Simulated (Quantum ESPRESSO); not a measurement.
The steps of a band-structure calculation for Nb3Sn (Pm-3n, 8 atoms in the cell) with Quantum ESPRESSO.

Level of theory: PBE, GBRV 1.5 ultrasoft (PBE) pseudopotentials (plane waves; Quantum ESPRESSO).

Step 1 (scf):

```fortran
&CONTROL
   calculation = 'scf'
   prefix = 'Nb3Sn'
   outdir = './tmp'
   pseudo_dir = './'
   tprnfor = .true.
   tstress = .true.
/
&SYSTEM
   ibrav = 0
   nat = 8
   ntyp = 2
   ecutwfc = 40
   ecutrho = 320
   occupations = 'smearing'
   smearing = 'methfessel-paxton'
   degauss = 0.0073499
   nbnd = 65
/
&ELECTRONS
   conv_thr = 1.0d-10
   mixing_beta = 0.4
/
ATOMIC_SPECIES
Nb    92.9064  nb_pbe_v1.uspp.F.UPF
Sn   118.7100  sn_pbe_v1.4.uspp.F.UPF
ATOMIC_POSITIONS {crystal}
Nb    0.250000000    0.000000000    0.500000000
Nb    0.750000000    0.000000000    0.500000000
Nb    0.500000000    0.750000000    0.000000000
Nb    0.500000000    0.250000000    0.000000000
Nb    0.000000000    0.500000000    0.750000000
Nb    0.000000000    0.500000000    0.250000000
Sn    0.000000000    0.000000000    0.000000000
Sn    0.500000000    0.500000000    0.500000000
K_POINTS {automatic}
4 4 4  0 0 0
CELL_PARAMETERS {bohr}
  10.018692965     0.000000000     0.000000000
   0.000000000    10.018692965     0.000000000
   0.000000000     0.000000000    10.018692965
```

Step 2 (bands):

```fortran
&CONTROL
   calculation = 'bands'
   prefix = 'Nb3Sn'
   outdir = './tmp'
   pseudo_dir = './'
   verbosity = 'high'
/
&SYSTEM
   ibrav = 0
   nat = 8
   ntyp = 2
   ecutwfc = 40
   ecutrho = 320
   occupations = 'smearing'
   smearing = 'methfessel-paxton'
   degauss = 0.0073499
   nbnd = 65
/
&ELECTRONS
   conv_thr = 1.0d-10
   startingwfc = 'random'
   diago_thr_init = 1.0d-6
   diagonalization = 'cg'
/
ATOMIC_SPECIES
Nb    92.9064  nb_pbe_v1.uspp.F.UPF
Sn   118.7100  sn_pbe_v1.4.uspp.F.UPF
ATOMIC_POSITIONS {crystal}
Nb    0.250000000    0.000000000    0.500000000
Nb    0.750000000    0.000000000    0.500000000
Nb    0.500000000    0.750000000    0.000000000
Nb    0.500000000    0.250000000    0.000000000
Nb    0.000000000    0.500000000    0.750000000
Nb    0.000000000    0.500000000    0.250000000
Sn    0.000000000    0.000000000    0.000000000
Sn    0.500000000    0.500000000    0.500000000
K_POINTS {crystal_b}
8
  0.00000000   0.00000000   0.00000000   6  ! G
  0.00000000   0.50000000   0.00000000   6  ! X
  0.50000000   0.50000000   0.00000000   8  ! M
  0.00000000   0.00000000   0.00000000  10  ! G
  0.50000000   0.50000000   0.50000000   8  ! R
  0.00000000   0.50000000   0.00000000   1  ! X
  0.50000000   0.50000000   0.00000000   6  ! M
  0.50000000   0.50000000   0.50000000   1  ! R
CELL_PARAMETERS {bohr}
  10.018692965     0.000000000     0.000000000
   0.000000000    10.018692965     0.000000000
   0.000000000     0.000000000    10.018692965
```

Step 3 (bands.x):

```fortran
&BANDS
   prefix = 'Nb3Sn'
   outdir = './tmp'
   filband = 'bands.dat'
   lsym = .false.
/
```

Output of bands (abridged):

```
     Atomic positions and unit cell read from directory:
     ./tmp/Nb3Sn.save/

     Message from routine setup:
     using ibrav=0 with symmetry is DISCOURAGED, use correct ibrav instead
     G-vector sticks info
     --------------------
     sticks:   dense  smooth     PW     G-vecs:    dense   smooth      PW
     Sum        2561    1281    373                97377    34457    5449

     bravais-lattice index     =            0
   [... lines left out ...]
     unit-cell volume          =    1005.6184 (a.u.)^3
   [... lines left out ...]

   -37.3851 -37.3156 -37.3156 -37.1006 -37.1005 -37.1005 -14.3020 -14.3020
   -14.1587 -13.5803 -13.5803 -13.5803 -13.2349 -13.2349 -13.2349 -13.2159
   -13.2159 -13.2159 -13.1250 -13.1250 -13.1250 -12.5607 -12.5607 -12.5607
    -3.6169  -3.6169  -3.6028  -3.6028  -3.5788  -3.5788  -3.5788  -3.5758
    -3.5758  -3.5758   7.9788   9.4886  13.6344  13.6344  13.6344  14.0044
    14.0044  14.0044  14.3994  14.3994  14.8899  15.3841  15.3841  15.3841
    15.8724  16.6806  16.6806  16.6806  17.1492  17.1493  19.5778  19.5778
    19.5779  19.6264  20.6430  20.6433  20.7993  20.7996  20.9467  20.9499
    20.9746

          k = 0.0000 0.0833 0.0000 (  4309 PWs)   bands (ev):

   -37.3830 -37.3165 -37.3130 -37.1046 -37.1006 -37.1005 -14.3010 -14.2863
   -14.1506 -13.5795 -13.5795 -13.5732 -13.2494 -13.2494 -13.2330 -13.2219
   -13.1998 -13.1998 -13.1272 -13.1272 -13.1269 -12.5922 -12.5608 -12.5608
    -3.6167  -3.6162  -3.6032  -3.6028  -3.5793  -3.5793  -3.5788  -3.5761
    -3.5761  -3.5759   8.0175   9.4773  13.6501  13.6501  13.6735  13.8283
    14.0265  14.0265  14.3577  14.5439  14.9554  15.3447  15.3758  15.3758
    15.8920  16.6766  16.6993  16.6993  17.1699  17.1710  19.5193  19.5501
    19.5501  19.7348  20.5157  20.5687  20.6679  20.8098  20.8841  20.8915
    20.9967

   [... 44 blocks of this kind left out ...]
```

Output of bands.x (abridged):

```
     Reading xml data from directory:

     ./tmp/Nb3Sn.save/

     G-vector sticks info
     --------------------
     sticks:   dense  smooth     PW     G-vecs:    dense   smooth      PW
     Sum        2561    1281    373                97377    34457    5449

     Reading collected, re-writing distributed wavefunctions
     high-symmetry point:  0.0000 0.0000 0.0000   x coordinate   0.0000
     high-symmetry point:  0.0000 0.5000 0.0000   x coordinate   0.5000
     high-symmetry point:  0.5000 0.5000 0.0000   x coordinate   1.0000
     high-symmetry point:  0.0000 0.0000 0.0000   x coordinate   1.7071
     high-symmetry point:  0.5000 0.5000 0.5000   x coordinate   2.5731
     high-symmetry point:  0.0000 0.5000 0.0000   x coordinate   3.2802
     high-symmetry point:  0.5000 0.5000 0.0000   x coordinate   3.2802
     high-symmetry point:  0.5000 0.5000 0.5000   x coordinate   3.7802

     Plottable bands (eV) written to file bands.dat.gnu
     Bands written to file bands.dat

   JOB DONE.
```

The starting cell comes from a database of computed structures (which also holds hypothetical and non-ambient phases and stackings), without a prior relaxation at this level. Its lattice was rescaled by a random factor within 2.5 % of one. Spin polarisation is off.
